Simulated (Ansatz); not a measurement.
**The (111)A surface of zinc-blende ZnSe, Zn-terminated, 2x2 with 2 Cl on 4 top atoms (bottom of the slab: 2 H on 4 bottom sites)**

All values below come from PBE (plane waves to 420 eV, PAW; Ansatz, a first-principles code).

Set-up: 36 atoms, 14.6 Å thick at the start with caps and adatoms; mesh 3x3x1; 0.025 eV smearing; dipole correction on; 8 atoms held, the rest relaxed; no symmetry held; no spin, no spin-orbit, no U. It is one candidate, not shown to be the stable structure of the face.

```json
{
 "gap_of_the_slab_on_its_k_mesh": "1.25 eV",
 "highest_filled_level_below_the_top_vacuum_level": "7.53 eV",
 "energy_released_by_relaxation": "1.45 eV",
 "cost": "about 29 core-minutes (a rough figure)"
}
```
